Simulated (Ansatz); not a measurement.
Take Bi$_{2}$Se$_{3}$ in the Bi2Te3 type structure (space group R-3m, No. 166; a = 4.082 Å, c = 27.664 Å (hexagonal axes)) as the base. Axes: x lies along a and z along c of the hexagonal cell.

Calculations: DFT with PBEsol-D3(BJ), PAW potentials and a 420 eV plane-wave cutoff in Ansatz (an electronic-structure program), spin-orbit coupling left out, earlier PAW set.

Base values:

* **Shortest interatomic distance**: 2.835 Å

It is then changed as follows: strain tensor (xx, yy, zz, yz, xz, xy) = (−0.05, +1.41, +0.23, −0.04, −1.37, −1.13) %; the atoms relax in the strained cell.

Q: Predict the new shortest interatomic distance and valley order.

A: The shortest interatomic distance grows by 0.003 Å (2.835 Å → 2.838 Å); the valley order (the lowest conduction-band minima on the path, energy above the VBM, named in the base's zone) is Γ 0.03 eV; L (1/2, 0, 0) 0.46 eV; L (0, 0, 1/2) 0.71 eV; L (0, 1/2, 0) 0.74 eV.

Spin-orbit coupling, missing from the scalar runs, can matter with Bi. Stability against distortions was not tested. All final runs are without spin polarisation.
